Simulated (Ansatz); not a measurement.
NaF (model structure, started from the NiAs type, P6₃/mmc, No. 194, 4 atoms in the cell) was calculated with HSE06 (Ansatz, a program for electronic structure, plane waves, PAW).

Input:

Ansatz 0.2 input:
```yaml
crystal:
  lattice:
    - [3.2015175878, -0.0000002587, 0.0]
    - [-1.6007585699, 2.772595691, 0.0]
    - [0.0, 0.0, 5.6138979581]
  atoms:
    - { symbol: Na, position: [0.0, 0.0, 0.0] }
    - { symbol: Na, position: [0.0, 0.0, 0.5] }
    - { symbol: F, position: [0.3333333333, 0.6666666667, 0.25] }
    - { symbol: F, position: [0.6666666667, 0.3333333333, 0.75] }
basis:
  ecutwfc: 460
  ecutrho_ratio: 4
  xc_grid: 2
kpoints:
  mp_grid: { grid: [9, 9, 4] }
hamiltonian:
  xc: hse06
  dispersion: none
  pseudopotentials: { kind: paw }
scf:
  occupations: { method: fermi_dirac, width: 0.01 }
  convergence: { dr2_threshold: 0.0000000004 }
output:
  forces: true
  stress: true
  eigenvalues: true
```

Task: How many irreducible k-points, plane waves at Γ does the program set up, and what pressure does the run end with?

Result: 36 irreducible k-points, 1135 plane waves at Γ; P = 0.28 GPa, so the cell is compressed on average and its volume would grow at this level.

Output (set-up and result lines):

```
WARN output.stress: scf.exx.energy_threshold = 1e-6 eV is looser than the 4e-8 eV advised for a stress under a hybrid functional (1e-8 eV for each atom of the …
Crystal: 4 atoms, lattice volume = 49.832 Å³
Basis set: ecut = 460 eV, 1135 PW (Γ), exchange–correlation on 48×48×80 points (8 copies of the dense FFT grid, shifted against one another)
Bands: 20, of which v1, the nominal top of the filled ones, is band 16 counted from 1 (15 counted from 0)
Symmetry: 24 space group operations
Space group: P63/mmc (ITA 194), of the structure as read, at distance tolerance 3.7e-5 Å
k-points: 36 of 324
SCF iter   1: F=—  HF=-4594.678221 eV  |F-HF|=—  |Δ(HF+E_count)|=         —  Δρ=9.22e-4  dr2=1.09e-4
SCF iter   2: F=-4594.678441 eV  HF=-4594.678388 eV  |F-HF|=5.29e-5  |Δ(HF+E_count)|=   1.68e-4  Δρ=4.90e-4  dr2=1.90e-5
Crystal: 4 atoms, lattice volume = 49.832 Å³
Initial density: handed on by an earlier stage of this run
  ...
Crystal: 4 atoms, lattice volume = 49.832 Å³
SCF iter   3: F=—  HF=-4594.694587 eV  |F-HF|=—  |Δ(HF+E_count)|=   2.38e-7  Δρ=1.57e-5  dr2=4.96e-8
SCF iter   4: F=-4594.694587 eV  HF=-4594.694587 eV  |F-HF|=9.82e-11  |Δ(HF+E_count)|=   2.85e-8  Δρ=8.43e-7  dr2=3.88e-10
SCF 3 converged in 4 iterations: F = -4594.694587 eV  dr2 = 3.88e-10
Free energy (F): -4594.694587 eV
Internal energy: -4594.694587 eV  (E = F + TS)
E sigma→0 (E₀):  -4594.694587 eV
Fermi energy:    3.619548 eV
--- Stress (GPa, compression-positive) ---
        0.348805       0.000000       0.000000
        0.000000       0.348805       0.000000
        0.000000       0.000000       0.130841
  P = ⅓ Tr σ = 0.2762 GPa (2.762 kbar)
```

The PAW data were made under PBE.

Note: the relaxation could raise the start's symmetry but not lower it, so the cell can be a saddle point. Note: cell and atoms aren't relaxed at this level (pressure 0.3 GPa).

Computing time: about 70 core-seconds (a rough figure).

A model structure was made by putting elements into a prototype or built by hand; it is no filed structure, need not be a known phase, and can be a saddle point held by its symmetry.
